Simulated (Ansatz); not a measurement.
**BaTiO3, point defects**

The reference is a 15-atom supercell of BaTiO₃ (space group P4mm, No. 99) at its relaxed geometry.

```
BaTiO3
1.0
    3.98510    -3.98510    -4.20426
    3.98510     3.98510     0.00000
    0.00000    -3.98510     4.20426
Ti Ba O
3 3 9
Direct
  0.84738   0.65262   0.30525
  0.51404   0.98596   0.97192
  0.18071   0.31929   0.63858
  0.68645   0.31355   0.62711
  0.35311   0.64689   0.29377
  0.01978   0.98022   0.96044
  0.70375   0.79625   0.59249
  0.37042   0.12958   0.25916
  0.03709   0.46291   0.92582
  0.03021   0.46979   0.43958
  0.69688   0.80312   0.10624
  0.36354   0.13646   0.77291
  0.69688   0.30312   0.10624
  0.36354   0.63646   0.77291
  0.03021   0.96979   0.43958
```

One neutral defect a cell, atoms relaxed at fixed cell.

Level of theory: PBE (Ansatz, a program for electronic structure), no spin-orbit coupling, earlier PAW set.

| change | pressure | largest displacement of a host atom from its site in the perfect cell |
|---|---|---|
| perfect supercell | 0.0 GPa | – |
| Ti vacancy, symmetric start | 7.8 GPa | 0.46 Å |
| Ba on a O site (antisite), symmetric start | 18.1 GPa | 0.65 Å |
| O interstitial (started 1.85 Å from the nearest host atom) | [?] | [?] |

Problem. Some entries are withheld; estimate them.

Solution. 
- O interstitial (started 1.85 Å from the nearest host atom), pressure: 9.6 GPa
- O interstitial (started 1.85 Å from the nearest host atom), largest displacement of a host atom from its site in the perfect cell: 0.37 Å

The magnetic state is the one reached from the starting moments; the real material's order can differ, and small cells can't hold many antiferromagnetic ones. In so small a cell the defect repeats every few ångströms: this is an ordered compound, not a dilute defect. A case with no gap was solved on a k-mesh chosen for an insulator, which is coarse for it. Defects with a symmetric start kept the site's symmetry and may sit on a saddle; the others started slightly shaken. Starting moments died away, wholly or in part, for Ba on a O site (antisite) and O interstitial (started 1.85 Å from the nearest host atom); another magnetic solution may exist. No Hubbard U is applied, and correlation can decide whether such a compound is a metal. Spin-polarised in the final run: Ti vacancy, Ba on a O site (antisite) and O interstitial (started 1.85 Å from the nearest host atom); the other runs are not.
